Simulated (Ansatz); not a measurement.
The reference is GaP in the zinc blende structure (space group F-43m, No. 216).

```xyz
2
Lattice="0.0000 2.7259 2.7259 2.7259 0.0000 2.7259 2.7259 2.7259 0.0000" Properties=species:S:1:pos:R:3 pbc="T T T"
P      4.0888     4.0888     4.0888
Ga     0.0000     0.0000     0.0000
```

Computed with DFT with r2SCAN, PAW potentials and a 500 eV plane-wave cutoff in Ansatz (an electronic-structure program), no spin-orbit coupling, earlier PAW set.

One change was made to it. Results:

The density rises by 1.26 g/cm³ (4.13 g/cm³ → 5.39 g/cm³); the shortest interatomic distance falls by 34.63 pm (236.1 pm → 201.4 pm); the band gap changes from 1.85 eV to zero.

Task: Which of these changes matches the shifts?
(A) P → As
(B) P → C
(C) Ga → B

Result: B, P → C. For comparison, the band gap in the other runs: Ga → B gives 1.41 eV; P → As gives 0.97 eV.

Stability against distortions was not tested. As relaxed here, GaC is a hypothetical phase, not in the database extracts checked. The final runs are not spin-polarised. An odd electron count without spin: GaC.
